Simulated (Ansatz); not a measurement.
We consider TaN (model structure, started from the NbAs type, I4₁md, No. 109, 4 atoms in the cell), described by LDA (plane waves, PAW; Ansatz, an electronic-structure program).

Numerical settings: plane-wave cutoff 520 eV, 18×18×18 k mesh, Fermi–Dirac smearing 0.01 eV, scalar-relativistic PAW data made under PBE.

Cell (relaxed at this level):

TaN is taken in the tetragonal space group I4₁md (No. 109), Pearson symbol tI8. Cell: a = b = 2.870 Å, c = 10.136 Å, α = β = γ = 90.00°. Ta on 4a is surrounded by 6 N at 2.192–2.229 Å (trigonal prismatic). N on 4a is coordinated by 6 Ta at 2.192–2.229 Å (trigonal prismatic). (Neighbours: up to the widest gap in distance over summed covalent radii, below 1.35, at either atom; cation-cation and far metal-metal contacts left out.)
(The calculation used a cell of 4 atoms; values per cell refer to that cell.)

Q: Predict the band gap, Γ–Γ gap and bulk modulus B0.

A: 
* **band gap**: 0.61 eV (on the SCF k mesh)
* **Γ–Γ gap**: 5.11 eV
* **bulk modulus B0**: 380 GPa

Note: the bulk modulus is −V dP/dV from two relaxed cells at ±2 % in volume; the relaxation could raise the start's symmetry but not lower it, so the cell can be a saddle point.

Spin–orbit coupling is not included.

Computing time: about 4 core-minutes (a rough figure).

A model structure was made by putting elements into a prototype or built by hand; it is no filed structure, need not be a known phase, and can be a saddle point held by its symmetry.
